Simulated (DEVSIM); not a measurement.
Structure: abrupt Si n-p junction, at 300 K.

```csv
layer (left to right),material,thickness (μm),Nd (cm⁻³),Na (cm⁻³),τn (s),τp (s)
1,Si,0.180,5.7e18,-,0.00043,0.0043
2,Si,190,-,2e16,0.00043,0.00043
```

Left contact: ohmic. Right contact: ohmic. Voltage is applied to the left contact. Recombination: SRH at mid-gap. Gap narrowing is on: ΔEg = 6.92 meV × (l + √(l² + 0.5)), l = ln(N/1.3e17 cm⁻³), shared equally by both band edges. Mobility is μmin + (μ − μmin)/(1 + (N/Nref)^α).

The device is made up for the run: typed textbook-type constants, with dimensions and the other settings drawn at random. Values at 300 K.

```tsv
parameter	Si
gap (eV)	1.124
affinity (eV)	4.05
permittivity	11.7
Nc (cm⁻³)	2.86e19
Nv (cm⁻³)	3.1e19
μn (cm²/Vs)	1417
μp (cm²/Vs)	470
μn,min	52
μp,min	45
Nref,n	9.7e16
Nref,p	2.2e17
αn	0.68
αp	0.72
```

Model (solved in DEVSIM): 1D drift-diffusion, Boltzmann statistics, complete ionisation; no tunnelling, impact ionisation, image-force lowering or self-heating.

Tabulate band edges, carrier densities and field at zero bias.

Energies count from the Fermi level of the right contact; mesh points crowd at the junctions.

| x (μm) | Ec (eV) | Ev (eV) | n (cm⁻³) | p (cm⁻³) | field (V/cm) |
|---|---|---|---|---|---|
| 0.000 | 0.042 | -1.030 | 5.7e18 | 160 | ≈ 0 |
| 0.03057 | 0.042 | -1.030 | 5.7e18 | 160 | ≈ 0 |
| 0.08568 | 0.042 | -1.030 | 5.7e18 | 160 | ≈ 0 |
| 0.1451 | 0.042 | -1.030 | 5.7e18 | 160 | ≈ 0 |
| 0.1831 | 0.120 | -1.003 | 2.8e17 | 430 | 84000 |
| 0.2226 | 0.376 | -0.748 | 1.4e13 | 8600000 | 57000 |
| 0.3194 | 0.786 | -0.337 | 1800000 | 6.7e13 | 27000 |
| 0.6684 | 0.933 | -0.190 | 6000 | 2.0e16 | ≈ 0 |
| 1.414 | 0.933 | -0.190 | 6000 | 2.0e16 | ≈ 0 |
| 3.119 | 0.933 | -0.190 | 6000 | 2.0e16 | ≈ 0 |
| 7.429 | 0.933 | -0.190 | 6000 | 2.0e16 | ≈ 0 |
| 23.91 | 0.933 | -0.190 | 6000 | 2.0e16 | ≈ 0 |
| 56.12 | 0.933 | -0.190 | 6000 | 2.0e16 | ≈ 0 |
| 124.4 | 0.933 | -0.190 | 6000 | 2.0e16 | ≈ 0 |
| 170.1 | 0.933 | -0.190 | 6000 | 2.0e16 | ≈ 0 |
| 181.7 | 0.933 | -0.190 | 6000 | 2.0e16 | ≈ 0 |
| 186.7 | 0.933 | -0.190 | 6000 | 2.0e16 | ≈ 0 |
| 188.7 | 0.933 | -0.190 | 6000 | 2.0e16 | ≈ 0 |
| 189.8 | 0.933 | -0.190 | 6000 | 2.0e16 | ≈ 0 |
| 190.0 | 0.933 | -0.190 | 6000 | 2.0e16 | ≈ 0 |
| 190.1 | 0.933 | -0.190 | 6000 | 2.0e16 | ≈ 0 |
| 190.2 | 0.933 | -0.190 | 6000 | 2.0e16 | ≈ 0 |
